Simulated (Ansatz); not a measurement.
Functionals compared on the (000-1) surface of 4H silicon carbide, C-terminated, 2x2 cell from a buckled start (bottom of the slab: 4 H on 4 bottom sites), in Ansatz (plane waves, PAW). The structure was relaxed with PBE; the other rows are single points on it. Cutoff 420 eV (500 eV for r2SCAN).

Set-up: 36 atoms, 10.0 Å thick at the start with caps and adatoms (thin: gaps and levels are the slab's own); mesh 5x5x1; 0.025 eV smearing; dipole correction on; 8 atoms held, the rest relaxed; no symmetry held; no spin (in PBE a spin-polarised start ends 1.10 eV a cell lower), no spin-orbit, no U. The slab shows no gap on its mesh. In PBE it lies 0.27 eV a 1x1 cell over the lowest computed structure of the same composition (ideal C-terminated 1x1). These notes are the PBE run's.

```
functional  work function of the top face (eV)  rough cost of the single point
----------  ----------------------------------  ------------------------------
PBE                                       5.54                               –
r2SCAN                                       …          roughly 3 core-minutes
```

Question: Fill in the missing entries.

Answer: 
- r2SCAN, work function of the top face (eV): 5.67

Ansatz is a first-principles code.
